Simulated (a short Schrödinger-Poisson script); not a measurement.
System: gated Al0.3Ga0.7As/GaAs δ-doped gas, at 300 K.

```csv
layer,material,thickness (nm),Na (cm⁻³)
1,Al0.3Ga0.7As,15,-
2,Al0.3Ga0.7As,10,-
3,GaAs,6000,4e14
```

Constants are typed, rounded textbook-type inputs, not results; the design itself was drawn at random and stands for no fabricated device. Al0.3Ga0.7As: permittivity 12.05, conduction-band edge (eV) 0.237, gap (eV) 1.798, electron mass (mₑ) 0.0919, Nv at 300 K (cm⁻³) 9e18. GaAs: permittivity 12.9, conduction-band edge (eV) 0, gap (eV) 1.424, Nv at 300 K (cm⁻³) 9e18.

Channel valleys (confinement mass, in-plane density-of-states mass, number): Γ 0.067, 0.067, 1. At the gate the conduction-band edge of layer 1 lies 0.99 eV − eVg above the Fermi level of the channel; the field vanishes at the back. Sheet of ionised δ-doping: +2.5e12 e/cm² at 15 nm from the gate. The barrier under the gate holds no holes. Gaps are held at their typed values at every temperature. Mesh 0.08 nm at interfaces.

From a short Schrödinger-Poisson script (our own, NumPy): 1D Poisson equation in equilibrium, electrons quantum, Hartree (BenDaniel-Duke, 40 states a valley, the channel's in-plane mass for all, wave functions free to enter the barrier), parabolic valleys, classical holes, full ionisation, no traps, pinning or gate leakage.

The same stack at other levels of the model or other numerical settings:

| run | sheet density of all electrons at Vg = 0.5 V (cm⁻²) | capacitance at Vg = 0.5 V (μF/cm²) | centroid of the channel electrons at Vg = 0.5 V (nm) | gate voltage at 1e11 electrons/cm² (V) | rough cost against the base |
|---|---|---|---|---|---|
| base | 6.13e11 | 0.338 | 12.35 | 0.22 | about 1 |
| electrons treated as classical, Boltzmann | 6.65e11 | [?] | 9.35 | 0.21 | 0.03 |
| electrons treated as classical, Fermi-Dirac | 6.40e11 | 0.347 | 10.58 | 0.21 | 0.1 |
| electrons treated as quantum, Hartree plus LDA exchange-correlation | [?] | 0.343 | [?] | 0.21 | 1 |
| mesh six times as coarse | 6.13e11 | 0.338 | 12.46 | 0.22 | 0.2 |
| one subband a valley | 5.80e11 | 0.330 | 6.91 | 0.24 | 0.3 |

Q: Complete the blanks.

A: 
- electrons treated as quantum, Hartree plus LDA exchange-correlation, sheet density of all electrons at Vg = 0.5 V (cm⁻²): 6.30e11
- electrons treated as classical, Boltzmann, capacitance at Vg = 0.5 V (μF/cm²): 0.366
- electrons treated as quantum, Hartree plus LDA exchange-correlation, centroid of the channel electrons at Vg = 0.5 V (nm): 11.75

The classical rows ignore confinement, and Boltzmann statistics overrate the density once the band edge passes the Fermi level.
